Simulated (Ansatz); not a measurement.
Pressure series in PbS

Take PbS in the rock salt structure (space group Fm-3m, No. 225; a = 5.903 Å) as the base.

Cell and atoms are relaxed at each pressure.

The values are results of PBEsol (Ansatz, a program for electronic structure), no spin-orbit coupling, not measurements.

Notes on the quantities. enthalpy: H = E + PV relative to the base's energy.

```
case              volume per atom  band gap       enthalpy
----------------  ---------------  --------  -------------
base                     25.71 Å³   0.19 eV              –
pressure −2 GPa          26.66 Å³   0.33 eV  -0.33 eV/atom
pressure −1 GPa          26.16 Å³   0.26 eV  -0.16 eV/atom
pressure 0.3 GPa         25.58 Å³   0.17 eV  +0.05 eV/atom
pressure 0.7 GPa         25.42 Å³   0.15 eV  +0.11 eV/atom
pressure 1.5 GPa         25.10 Å³   0.10 eV  +0.24 eV/atom
pressure 3 GPa           24.56 Å³      zero  +0.47 eV/atom
pressure 10 GPa          22.62 Å³      zero  +1.50 eV/atom
```

With Pb present, leaving out spin-orbit coupling can change the band edges. Load acts through the strain it causes; cell and atoms are relaxed under it. Stability against distortions was not tested. No other phases were tried under pressure. The final runs are not spin-polarised. Gaps under 0.05 eV, about the width of the smearing, are given as zero. The zero or small gap of PbS can change with the level of theory.
